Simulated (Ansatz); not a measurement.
```cif
data_Hf2
_chemical_formula_sum 'Hf2'
_space_group_name_H-M_alt 'P63/mmc'
_space_group_IT_number 194
_space_group_name_Hall '-P 6c 2c'
_cell_length_a 3.20525
_cell_length_b 3.20525
_cell_length_c 5.05876
_cell_angle_alpha 90.000
_cell_angle_beta 90.000
_cell_angle_gamma 120.000
loop_
_atom_site_label
_atom_site_type_symbol
_atom_site_symmetry_multiplicity
_atom_site_Wyckoff_symbol
_atom_site_fract_x
_atom_site_fract_y
_atom_site_fract_z
_atom_site_occupancy
Hf1 Hf 2 d 0.66667 0.33333 0.25000 1
```

Spin-orbit coupling is not included.

**Question.** By how much do the lattice constants and the volume change from 300 K to 575 K (the quasi-harmonic free energy, PBE in Ansatz, a program for electronic structure), and how far does the bulk modulus soften?

**Answer.** a by 0.23 %, c by 0.12 %, the volume by 0.58 %; B_T goes from 103 to 99.9 GPa. The crystal is held in this phase throughout; melting and phase transitions are not modelled.
